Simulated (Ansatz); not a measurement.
Take GaN in the wurtzite structure (space group P6_3mc, No. 186; a = 3.2184 Å, c = 5.2432 Å) as the base.

Now apply this change: cell and atoms relaxed at a pressure of 4.5 GPa.

All numbers come from PBE/PAW in Ansatz (a first-principles code), scalar-relativistic without spin-orbit coupling.

Base, band edges from the VBM (valence, conduction): K -2.62, 5.18; H -1.42, 6.23; M -0.96, 4.99; L -1.83, 4.31; A -0.51, 4.06; Γ 0.00, 1.71 eV.

Question: Give the band edges at the high-symmetry points of the new zone, measured from its valence-band maximum.

Answer: 
```tsv
point	valence edge (eV)	conduction edge (eV)
Γ	0.00	1.87
M	-0.99	5.06
K	-2.70	5.17
A	-0.53	4.22
L	-1.88	4.39
H	-1.47	6.38
```

The gap is 1.87 eV, direct at Γ.

Load acts through the strain it causes; cell and atoms are relaxed under it. Whether these cells are dynamically stable was not tested. Tetrahedral semiconductors of this kind turn to denser phases somewhere between about 1 and 50 GPa; those were not computed, so compressed cells here can lie past the real transition.
